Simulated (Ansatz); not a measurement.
A user runs Ansatz (a program for electronic structure) on Ga (Cmce, 4 atoms in the cell) and asks whether the run is sound. The aim is a self-consistent single point with DFT, PBE, plane waves, PAW files.

Cell that was meant: a = 4.3976 Å, b = 4.3976 Å, c = 4.5550 Å, α = 90.00°, β = 90.00°, γ = 119.49°.

Part of the input:

Ansatz 0.2 input:
```yaml
    - { symbol: Ga, position: [0.155700, 0.844300, 0.084600] }
kpoints:
  mp_grid:
    grid: [3, 3, 3]
hamiltonian:
  xc: pbe
  pseudopotentials:
[...]
scf:
  occupations:
    method: fermi_dirac
    width: 0.001 eV
output:
  forces: true
  eigenvalues: true
```

Output (repeated stretches shortened):

```
WARN basis.ecutwfc = 420 eV, the default
Pseudopotentials: kind: paw
Pseudopotential: Ga, paw, valence charge 13
   [... lines left out ...]
Bands: 32, of which v1, the nominal top of the filled ones, is band 26 counted from 1 (25 counted from 0)
Symmetry: 8 space group operations
Space group: Cmce (ITA 64), of the structure as read, at distance tolerance 4.2e-5 Å
k-points: 8 of 27
Initial density: superposition of atomic densities (chi_scale 0.1, normalization cell)
Initial wavefunctions: pseudopotential atomic-orbital guess
Eigensolver: davidson
Functional: x = pbe(κ = 0.804, μ = 0.2195149727645171), c = pbe(β = 0.06672455060314922)
SCF iter   1: F=—  HF=-15132.074310 eV  |F-HF|=—  |Δ(HF+E_count)|=         —  Δρ=2.79e-2  dr2=3.89e-1  ethr=3.10e-3  ⟨swp⟩=6.0  Hψ=933  notcnv=0
all-band conjugate gradients solve this SCF's bands
preconditioner: auto → Resta (q_TF=auto, 2.557 Å⁻¹)
SCF iter   2: F=—  HF=-15132.030254 eV  |F-HF|=—  |Δ(HF+E_count)|=   4.41e-2  Δρ=1.92e-2  dr2=1.42e-1  ethr=7.48e-4  ⟨swp⟩=2.0  Hψ=529  notcnv=0  defer=10
   [... lines left out ...]
SCF iter   8: F=—  HF=-15132.052232 eV  |F-HF|=—  |Δ(HF+E_count)|=   1.57e-5  Δρ=8.03e-5  dr2=6.46e-6  ethr=2.62e-7  ⟨swp⟩=2.0  Hψ=283  notcnv=0  defer=10
SCF iter   9: F=—  HF=-15132.052238 eV  |F-HF|=—  |Δ(HF+E_count)|=   5.70e-6  Δρ=1.44e-5  dr2=1.54e-7  ethr=1.24e-8  ⟨swp⟩=2.0  Hψ=492  notcnv=0  defer=10
SCF iter  10: F=-15132.052238 eV  HF=-15132.052238 eV  |F-HF|=1.01e-8  |Δ(HF+E_count)|=   1.81e-8  Δρ=3.79e-6  dr2=1.69e-8  ethr=1.92e-10  ⟨swp⟩=8.1  Hψ=1044  notcnv=0
SCF 1 converged in 10 iterations: F = -15132.052238 eV  dr2 = 1.69e-8
Free energy (F): -15132.052238 eV
Internal energy: -15132.052133 eV  (E = F + TS)
E sigma→0 (E₀):  -15132.052185 eV
Entropy (-TS):   -0.000105 eV (-0.026 meV/atom)
Fermi energy:    9.107295 eV
--- Forces (eV/Å), atoms counted from 1 ---
  atom   1  Ga    -0.00000000    -0.18829387    -0.03898361
  atom   2  Ga     0.00000000     0.18829387     0.03898361
  atom   3  Ga     0.00000000     0.18829387    -0.03898361
  atom   4  Ga    -0.00000000    -0.18829387     0.03898361
--- Stress (GPa, compression-positive) ---
        5.734706       0.000000      -0.000000
        0.000000       6.947937       0.000000
       -0.000000       0.000000       0.155936
  P = ⅓ Tr σ = 4.2795 GPa (42.795 kbar)
  The stress holds the Pulay correction. Without it, at fixed plane waves, as pw.x and ABINIT print it: P = 4.2311 GPa
```

Q: Is this run sound? If not, what is wrong?

A: The run is not sound. The fault is a very narrow smearing on a coarse mesh in a metal. With few k-points and almost sharp occupations, levels near the Fermi level switch between full and empty, and the Fermi surface is badly sampled. To fix it, use a denser mesh with a moderate width. The run converged in 10 iterations without an error; against the sound input the free energy stays essentially unchanged (within 1 meV/atom), the pressure goes from 3.26 to 4.28 GPa and the largest force goes from 0.030 to 0.192 eV/Å.

An input that runs soundly differs in these lines (not the only fix; some lines may just follow from the change or write a value another way):
```diff
-    grid: [3, 3, 3]
+    grid: [10, 10, 9]
-    width: 0.001 eV
+    width: 0.05 eV
```

With that input, the run converged in 9 iterations: free energy E − TS (on the zero of these files) -15132.0533 eV; Fermi level (on the code's own zero) 9.37 eV; pressure 3.26 GPa; largest force (vector length) 0.030 eV/Å (DFT, PBE, plane waves, PAW files).

On the sound input: the starting cell comes from a database of computed structures (which also holds hypothetical and non-ambient phases and stackings), without a prior relaxation at this level. Its lattice was rescaled by a random factor within 2.5 % of one. With a pressure of about 3 GPa the cell is away from its equilibrium volume at this level. Ansatz's pressure includes its estimate of the finite-basis (Pulay) stress.
